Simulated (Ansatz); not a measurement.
A user runs Ansatz (a program for electronic structure) on K₂InGaI₆ (Fm-3m, 10 atoms in the cell) and asks whether the run is sound. The aim is a self-consistent single point with DFT, LDA (PW92), plane waves, default PAW files made with PBE.

Cell that was meant: a = 8.0821 Å, b = 8.0821 Å, c = 8.0821 Å, α = 60.00°, β = 60.00°, γ = 60.00°.

Part of the input:

Ansatz 0.2 input:
```yaml
  pseudopotentials: { kind: paw }
scf:
  occupations: { method: gaussian, width: 0.1 }
  max_iter: 40
  convergence: { dr2_threshold: 1.0e-22 eV }
output:
  forces: true
  eigenvalues: true
```

Output (repeated stretches shortened):

```
WARN basis.ecutwfc = 420 eV, the default
WARN ansatz: RAYON_NUM_THREADS=1 ignored (pool sized by the plan → 1); use --threads N
   [... lines left out ...]
PAW frozen core: I, regenerated for the run's functional, and the local potential with it
Initial density: superposition of atomic densities (neutral atoms: chi_scale 0, normalization atom), corrected by the library's trained network
Initial wavefunctions: pseudopotential atomic-orbital guess
Eigensolver: davidson
Functional: x = slater, c = lda
SCF iter   1: F=—  HF=-56299.553051 eV  |F-HF|=—  |Δ(HF+E_count)|=         —  Δρ=4.80e-3  dr2=4.87e-2  ethr=1.77e-3  ⟨swp⟩=9.8  Hψ=4200  notcnv=0  defer=19
all-band conjugate gradients solve this SCF's bands
preconditioner: auto → LDOS
SCF iter   2: F=—  HF=-56299.543826 eV  |F-HF|=—  |Δ(HF+E_count)|=   9.22e-3  Δρ=2.33e-3  dr2=1.49e-2  ethr=3.34e-5  ⟨swp⟩=2.0  Hψ=1479  notcnv=0  defer=52
   [... lines left out ...]
SCF iter  19: F=—  HF=-56299.535716 eV  |F-HF|=—  |Δ(HF+E_count)|=    0.00e0  Δρ=9.11e-13  dr2=2.21e-21  ethr=9.19e-19 (applied; sched 1.00e-12)  ⟨swp⟩=1.0  Hψ=787  notcnv=0  defer=93
SCF iter  20: F=—  HF=-56299.535716 eV  |F-HF|=—  |Δ(HF+E_count)|=  1.46e-11  Δρ=3.87e-13  dr2=6.41e-22  ethr=9.19e-19 (applied; sched 1.00e-12)  ⟨swp⟩=1.0  Hψ=787  notcnv=0  defer=93
SCF iter  21: F=-56299.535716 eV  HF=-56299.535716 eV  |F-HF|=0.00e0  |Δ(HF+E_count)|=  2.18e-11  Δρ=8.95e-14  dr2=2.48e-23  ethr=1.00e-12  ⟨swp⟩=11.1  Hψ=3313  notcnv=0
SCF 1 converged in 21 iterations: F = -56299.535716 eV  dr2 = 2.48e-23
Free energy (F): -56299.535716 eV
Internal energy: -56299.525983 eV  (E = F + TS)
E sigma→0 (E₀):  -56299.530849 eV
Entropy (-TS):   -0.009733 eV (-0.973 meV/atom)
Fermi energy:    5.892825 eV
--- Forces (eV/Å), atoms counted from 1 ---
  atom   1  K     -0.00000000    -0.00000000     0.00000000
  atom   2  K      0.00000000     0.00000000    -0.00000000
  atom   3  In     0.00000000     0.00000000    -0.00000000
  atom   4  Ga    -0.00000000     0.00000000    -0.00000000
  atom   5  I     -0.20362018    -0.00000000     0.00000000
  atom   6  I      0.20362018     0.00000000     0.00000000
  atom   7  I      0.00000000    -0.20362018     0.00000000
   [... lines left out ...]
  atom  10  I      0.00000000     0.00000000     0.20362018
--- Stress (GPa, compression-positive) ---
        0.890350       0.000000      -0.000000
        0.000000       0.890350      -0.000000
        0.000000       0.000000       0.890350
  P = ⅓ Tr σ = 0.8904 GPa (8.904 kbar)
  The stress holds the Pulay correction. Without it, at fixed plane waves, as pw.x and ABINIT print it: P = 0.8653 GPa
```

**Question.** Can these results be used? Check the input.

**Answer.** The results can be used. The input holds a threshold far tighter than needed, beside a limit on iterations, which can do harm: each further decade of the residual costs iterations, and near the noise of double precision and of the grids the loop may never get there. Here it did none. The run converged in 21 iterations, and against the sound input the free energy stays essentially unchanged (within 1 meV/atom), the pressure stays at 0.89 GPa and the largest force stays at 0.204 eV/Å. It cost iterations: the sound input took 8.

The sound input it was made from differs as follows (other fixes are possible):
```diff
-  max_iter: 40
-  convergence: { dr2_threshold: 1.0e-22 eV }
```

With that input, the run converged in 8 iterations: free energy E − TS (on the zero of these files) -56299.5357 eV; Fermi level (on the code's own zero) 5.89 eV; pressure 0.89 GPa; largest force (vector length) 0.204 eV/Å (DFT, LDA (PW92), plane waves, default PAW files made with PBE).

On the sound input: the starting cell was generated: these elements placed on a structure prototype, without a prior relaxation; it need not be a known phase or ordering of this composition. Spin-orbit coupling is off. Ansatz's pressure includes its estimate of the finite-basis (Pulay) stress. The run gives no clean gap (levels at the Fermi energy touch, overlap or are partly filled at this smearing), which alone does not show that the compound is a metal.
